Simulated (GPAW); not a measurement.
Worked example: self-consistent single point of TaTi (P1, 2 atoms in the cell) in GPAW.

Method: PBEsol, GPAW PAW datasets PBEsol (made by gpaw-setup) (plane waves; GPAW).

The change in words: lattice scaled by 0.98. Reference geometry:
```yaml
crystal:
  lattice:
    - [1.63288, -2.29750, 0.00000]
    - [1.63288, 2.29750, 0.00000]
    - [0.00000, 0.00000, 4.68413]
  atoms:
    - { symbol: Ti, position: [0.49206, 0.48269, 0.49933] }
    - { symbol: Ta, position: [0.00794, 0.01731, 0.00068] }
```

Reference input (self-consistent single point, DFT PBEsol, plane waves, GPAW PAW datasets PBEsol (made by gpaw-setup)): mode = pw; ecut = 800 eV; xc = PBEsol; kpts = 8 8 5; mesh shift (steps) = 0 0 0; occupations.name = methfessel-paxton; occupations.width = 0.2 eV; occupations.order = 0; nbands = -10; convergence.density = 1e-05 e/electron; convergence.energy = 1e-05 eV/electron; symmetry.symmorphic = false. This run's input differs from it in these lines:

```diff
@@ -5,7 +5,7 @@
 atoms = Atoms(['Ti', 'Ta'],
-              cell=[[1.632875, -2.297495, 0.000000],
-                    [1.632875, 2.297495, 0.000000],
-                    [0.000000, 0.000000, 4.684130]],
-              positions=[[1.591651, -0.021532, 2.338903],
-                         [0.041224, 0.021532, 0.003162]],
+              cell=[[1.600218, -2.251545, 0.000000],
+                    [1.600218, 2.251545, 0.000000],
+                    [0.000000, 0.000000, 4.590447]],
+              positions=[[1.559819, -0.021101, 2.292125],
+                         [0.040399, 0.021101, 0.003099]],
               pbc=True)
```

Log, with long lists cut:

```
     iter     time        total  log10-change:
                         energy   eigst   dens
iter:   1 --:--:--   -17.959796
iter:   2 --:--:--   -17.921294   -1.36  -1.41
iter:   3 --:--:--   -17.666497   -1.24  -1.42
iter:   4 --:--:--   -17.645547   -2.77  -1.93
iter:   5 --:--:--   -17.779557   -1.66  -2.00
iter:   6 --:--:--   -17.676072   -2.11  -1.88
iter:   7 --:--:--   -17.660354   -2.55  -2.24
iter:   8 --:--:--   -17.660025   -3.31  -2.68
iter:   9 --:--:--   -17.659822   -4.61  -3.05
iter:  10 --:--:--   -17.659802c  -5.92  -3.41
iter:  11 --:--:--   -17.659793c  -5.43  -3.48
iter:  12 --:--:--   -17.659785c  -6.44  -3.79
iter:  13 --:--:--   -17.659778c  -6.65  -3.83
iter:  14 --:--:--   -17.659775c  -6.65  -3.89
iter:  15 --:--:--   -17.659778c  -7.07  -4.01
iter:  16 --:--:--   -17.659779c  -7.74c -4.10
iter:  17 --:--:--   -17.659779c  -7.07  -4.13
iter:  18 --:--:--   -17.659778c  -7.08  -4.24
iter:  19 --:--:--   -17.659777c  -7.72c -4.34
iter:  20 --:--:--   -17.659777c  -7.84c -4.38
iter:  21 --:--:--   -17.659779c  -7.45c -4.48
iter:  22 --:--:--   -17.659778c  -8.01c -4.78
iter:  23 --:--:--   -17.659778c  -8.78c -5.12c
Converged after 23 iterations.

Dipole moment: (-0.742479, -0.375371, -0.082639) |e|*Ang

Energy contributions relative to reference atoms: (reference = -447243.887957)

Kinetic:        +18.286067
Potential:      -16.717603
External:        +0.000000
XC:             -18.931684
Entropy (-ST):   -0.068147
Local:           -0.262484
SIC:             +0.000000
--------------------------
Free energy:    -17.693851
Extrapolated:   -17.659778

Showing only first 2 kpts
 Kpt  Band  Eigenvalues  Occupancy
  0    10      9.60008    2.00000
  0    11     11.60875    0.00000
  0    12     11.66611    0.00000
  0    13     11.86823    0.00000

  1    10      9.72221    2.00000
  1    11     11.41737    0.00001
  1    12     11.44518    0.00001
  1    13     11.60605    0.00000

Fermi level: 10.80118

No gap
No difference between direct/indirect transitions
Energy (eV): -17.659778

Forces in eV/Ang:
  0 Ti    0.33827    0.02117    0.02689
  1 Ta   -0.33827   -0.02115   -0.02681

Stress tensor:
    -0.034090     0.000356    -0.000306
     0.000356    -0.041229    -0.000028
    -0.000306    -0.000028    -0.024865
Stress (GPa, Voigt): [-5.4618e+00 -6.6056e+00 -3.9839e+00 -4.5000e-03 -4.9000e-02  5.7000e-02]
```

The run converged in 23 iterations. GPAW prints stress with tension positive. Against the reference run the free energy rises by 3.1 meV/atom, the pressure goes from -4.32 to 5.35 GPa and the largest force goes from 0.327 to 0.340 eV/Å.

The starting cell comes from a database of computed structures (which also holds hypothetical and non-ambient phases and stackings), without a prior relaxation at this level. Its atoms were displaced at random from the sites of space group no. 65. For this run, on top of that: lattice scaled by 0.98. Spin polarisation is off. With a pressure of about 5 GPa the cell is away from its equilibrium volume at this level.

Cost on one core of a shared machine: roughly 4 min.
